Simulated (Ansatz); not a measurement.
The parent structure is V2O3 in the corundum structure (space group R-3c, No. 167; ferromagnetic).

V2O3 is taken in the trigonal space group R-3c, hexagonal axes (No. 167), the corundum structure, Pearson symbol hR10. Lattice parameters: a = 4.775 Å, b = 4.775 Å, c = 14.234 Å, α = 90.00°, β = 90.00°, γ = 120.00°. V on 12c is coordinated by 6 O at 1.948–2.012 Å (octahedral). O on 18e is coordinated by 4 V at 1.948–2.012 Å. (Neighbours: up to the widest gap in distance over summed covalent radii, below 1.35, at either atom; cation-cation and far metal-metal contacts left out.)
(The calculation used a cell of 10 atoms; values per cell refer to that cell.)

Method: PBEsol, PAW, 420 eV (Ansatz, a quantum-chemistry and plane-wave program; without spin-orbit coupling), earlier PAW set.

One change was made to it. Results:

| quantity | base | after |
|---|---|---|
| shortest interatomic distance | 1.948 Å | 1.911 Å |
| largest site moment | 0.80 μB | 0.74 μB |
| density | 5.31 g/cm³ | 5.61 g/cm³ |

Q: Which change produced these results?
A) pressure 15 GPa
B) pressure −2 GPa
C) pressure −1 GPa
D) pressure 4.5 GPa
E) pressure 0.9 GPa

A: A, pressure 15 GPa. For comparison, the shortest interatomic distance in the other runs: pressure −1 GPa gives 1.950 Å; pressure 0.9 GPa gives 1.945 Å; pressure −2 GPa gives 1.953 Å; pressure 4.5 GPa gives 1.936 Å.

Other magnetic orders, which the real material may have, were not ruled out. Load acts through the strain it causes; cell and atoms are relaxed under it. Stability against distortions was not tested. Competing high-pressure phases were not computed. No Hubbard U is applied, and correlation can decide whether such a compound is a metal. The base started in P-1 and relaxed to R-3c at this level.
